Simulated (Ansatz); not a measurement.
```
AlN
1.0
    3.09760     0.00000     0.00000
   -1.54880     2.68260     0.00000
    0.00000     0.00000     5.12126
Al N
2 2
Cartesian
  0.00000   1.78840  -0.00373
  1.54880   0.89420   2.55690
  0.00000   1.78840   1.92420
  1.54880   0.89420   4.48483
```

All values below come from r2SCAN with spin-orbit coupling, rigid bands (plane waves, PAW; Ansatz, a quantum-chemistry and plane-wave program). Condition of this run: uniaxial stress along c of -9 GPa (compression positive) (the target of the relaxation). Cell: cell and atoms relaxed with PBEsol, then loaded as said.

**Question.** Predict the hole conductivity mass (n e² τ/σ) at 300 K, by direction if it differs.

**Answer.** 2.6 (x), 2.6 (y), 3.2 (z) mₑ.

**Question.** Predict the electron conductivity mass (n e² τ/σ) at 300 K, by direction if it differs.

**Answer.** 0.32 (x), 0.32 (y), 0.28 (z) mₑ.

**Question.** And the band gap?

**Answer.** 4.75 eV at this level; semilocal functionals usually fall short of the measured gap.

Rigid bands, one relaxation time for all states, no polarons. Geometry: cell and atoms relaxed with PBEsol.
